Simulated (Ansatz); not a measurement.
Checking a run of Ansatz (a quantum-chemistry and plane-wave program) on BaNiF4 (Cmc2_1, 12 atoms in the cell). The aim is a self-consistent single point with DFT, LDA (PW92), plane waves, default PAW files made with PBE.

Cell that was meant: a = 7.5385 Å, b = 7.5385 Å, c = 5.8078 Å, α = 90.00°, β = 90.00°, γ = 147.97°.

Part of the input:

```yaml
  atoms:
    - { symbol: Ba, position_ang: [2.07955000, -5.13292148, 4.38970947] }
    - { symbol: Ba, position_ang: [2.07955000, 5.13292148, 1.48580947] }
    - { symbol: Ni, position_ang: [2.07955000, -1.27297728, 4.17871210] }
    - { symbol: Ni, position_ang: [2.07955000, 1.27297728, 1.27481210] }
    - { symbol: F, position_ang: [2.07955000, -2.86941600, 3.00495572] }
    - { symbol: F, position_ang: [2.07955000, 2.86941600, 0.10105572] }
    - { symbol: F, position_ang: [2.07955000, -2.42161320, 5.74565654] }
```

The program printed (abridged):

```
WARN ansatz: RAYON_NUM_THREADS=1 ignored (pool sized by the plan → 1); use --threads N
   [... lines left out ...]
PAW frozen core: F, regenerated for the run's functional, and the local potential with it
Initial density: superposition of atomic densities (chi_scale 0.1, normalization cell, long waves kept (reshape's long-wave potential 0.03 eV rms))
Initial wavefunctions: pseudopotential atomic-orbital guess
Eigensolver: davidson
Functional: x = slater, c = lda
SCF iter   1: F=—  HF=-29508.144292 eV  |F-HF|=—  |Δ(HF+E_count)|=         —  Δρ=2.00e-1 (↑2.00e-1 ↓2.00e-1)  dr2=2.30e2  dr2_m=0.00e0  M=0.000 μB ∫|m|=0.000 μB  β_m=0.30  ethr=3.10e-3  ⟨swp⟩=9.7  Hψ=13959  notcnv=0  defer=205
all-band conjugate gradients solve this SCF's bands
preconditioner: auto → Kerker (q_TF=auto, 2.533 Å⁻¹)
   [... lines left out ...]
SCF iter  29: F=-29466.531385 eV  HF=-29466.531385 eV  |F-HF|=2.79e-8  |Δ(HF+E_count)|=   2.35e-8  S|Δr|=  2.50e-10  Δρ=1.80e-6 (↑1.51e-6 ↓1.80e-6)  dr2=4.01e-8  dr2_m=2.17e-10  M=4.000 μB ∫|m|=4.087 μB  β_m=0.91  ethr=1.83e-11  ⟨swp⟩=9.0  Hψ=20135  notcnv=0
SCF iter  30: F=-29466.531385 eV  HF=-29466.531385 eV  |F-HF|=3.89e-9  |Δ(HF+E_count)|=   9.55e-9  S|Δr|=  1.43e-10  Δρ=1.07e-6 (↑5.67e-7 ↓1.07e-6)  dr2=5.95e-9  dr2_m=3.88e-10  M=4.000 μB ∫|m|=4.087 μB  ethr=1.83e-11  ⟨swp⟩=2.7  Hψ=14663  notcnv=0
SCF 1 converged in 30 iterations: F = -29466.531385 eV  dr2 = 5.95e-9
Stability not checked (fill_not_monotonic)
an eigenvalue changed by more than its tolerance at an iteration that met the thresholds in force, so the SCF went on 1 time …
Magnetization: 4.0000 μB (58.0000 up, 54.0000 down)
Absolute magnetization: 4.0850 μB (∫|ρ↑−ρ↓|, with the PAW one-centre terms)
Spin contamination: 0.0043 ħ² per cell (⟨S²⟩ above its minimum at these occupations)
   [... lines left out ...]
Free energy (F): -29466.531385 eV
Fermi energy:    6.864611 eV
Smearing:        width narrowed from 0.1000 eV (input) to 0.0428 eV after iteration 20, whose occupations did not sum to the number of electrons (Fermi level …
   [... lines left out ...]
  atom  12  F     -0.00000000     0.00284523    -0.10568298
--- Stress (GPa, compression-positive) ---
       -5.927248       0.000000       0.000000
        0.000000      -5.598176      -0.000000
        0.000000      -0.000000      -6.410868
  P = ⅓ Tr σ = -5.9788 GPa (-59.788 kbar)
  The stress holds the Pulay correction. Without it, at fixed plane waves, as pw.x and ABINIT print it: P = -6.7690 GPa
```

Is anything amiss in this input, and did it matter?

The results can be used. The input holds a spin-polarised run without starting moments, which can do harm: if both spin channels start alike, symmetry can keep them alike, and the run can end in a non-magnetic state; some programs refuse such an input or seed a moment themselves. Here it did none. The run converged in 30 iterations, and against the sound input the free energy stays essentially unchanged (within 1 meV/atom), the pressure stays at -5.98 GPa, the largest force stays at 0.291 eV/Å, the gap on the mesh stays at 0.310 eV and the size of the net moment stays at 0.33 μB/atom.

The sound input it was made from differs as follows (other fixes are possible):
```diff
-    - { symbol: Ni, position_ang: [2.07955000, -1.27297728, 4.17871210] }
-    - { symbol: Ni, position_ang: [2.07955000, 1.27297728, 1.27481210] }
+    - { symbol: Ni, position_ang: [2.07955000, -1.27297728, 4.17871210], spin: 2.0 }
+    - { symbol: Ni, position_ang: [2.07955000, 1.27297728, 1.27481210], spin: 2.0 }
```

With that input, the run converged in 30 iterations: free energy E − TS (on the zero of these files) -29466.5314 eV; top of the valence band (on the code's own zero) 6.67 eV; gap on the k-point mesh 0.31 eV; pressure -5.98 GPa; largest force (vector length) 0.291 eV/Å (DFT, LDA (PW92), plane waves, default PAW files made with PBE).

On the sound input: the starting cell comes from a database of published, mostly measured structures (it also holds non-ambient and calculated ones), without a prior relaxation at this level. The magnetic order is the one reached from the typed start; others were not searched systematically. The program warned that, by what it read of turns of the moments, another magnetic order lies lower. With a pressure of about -6 GPa the cell is away from its equilibrium volume at this level. Ansatz's pressure includes its estimate of the finite-basis (Pulay) stress. Without the estimate this run gives -6.77 GPa.
